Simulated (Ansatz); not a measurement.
## Amorphous Hf18O39Sc2

The cell was made by melting and quenching with the CHGNet potential and then relaxed with DFT. O atoms were pushed apart under 1.9 Å during the dynamics, to hinder bonds among them. The hot cell started wider than the set density and was brought back towards it in steps. It is the lowest in DFT energy of 2 quenches. It is a model cell: composition and starting density were chosen by hand, and all elements were melted together. No dispersion term was used.

Methods: PBE, scalar-relativistic without spin-orbit coupling (Ansatz, a first-principles code); r2SCAN, scalar-relativistic without spin-orbit coupling (Ansatz); HSE06, scalar-relativistic without spin-orbit coupling (Ansatz). Geometry, pressure, stress and energy are those of the PBE run. Its sampling: a 2×2×2 Γ-centred mesh; Fermi-Dirac width 0.02 eV; no spin polarisation. Other functionals are single points at the zone centre (r2SCAN at 500 eV; exact exchange cut at the cell's faces), free to take moments where seeds were set.

- Number of atoms in the cell = 59
- Density (volume relaxed, without dispersion) = 8.11 g/cm^3
- Volume per atom = 13.63 Å³
- Pressure on a 2×2×2 Γ-centred mesh = 0.07 GPa
- Largest force and stress component on that mesh (the relaxation ran on the zone centre alone) = 0.10 eV/Å and 2.2 GPa
- Gap on a 2×2×2 Γ-centred mesh (PBE) = 4.01 eV
- Gap at the zone centre (PBE) = 4.08 eV
- Gap at the zone centre (r2SCAN) = 4.53 eV
- Gap at the zone centre (HSE06) = 5.62 eV

Bonds are counted up to Hf-Hf 3.34 Å, Hf-O 2.54 Å, Hf-Sc 3.38 Å, O-O 1.58 Å, O-Sc 2.60 Å, Sc-Sc 3.41 Å. Two cations that share two anions don't count as bonded, nor two that share one unless they lie closer than Hf-Hf 3.25 Å, Hf-Sc 3.28 Å, Sc-Sc 3.32 Å.

| Quantity | Result |
|---|---|
| Mean coordination of Hf by anions | 5.94 (5 with 5, 9 with 6, 4 with 7) |
| Mean coordination of O | 3.05 (4 with 2, 29 with 3, 6 with 4) |
| Mean coordination of Sc by anions | 6.00 (2 with 6) |
| Mean Hf-O bond | 2.119 Å (spread 0.099 Å, 107 counted) |
| Mean O-Sc bond | 2.157 Å (spread 0.141 Å, 12 counted) |

Its density started from a set value of 8.55 g/cm³. Cooling (nominally 300 K/ps over its main leg) ran many orders faster than in experiment, which tends to leave more defects and strain. Values belong to this one cell and scatter from quench to quench. The volume was free in the relaxation, at fixed shape. Stress components on the final sampling reach 2.2 GPa.
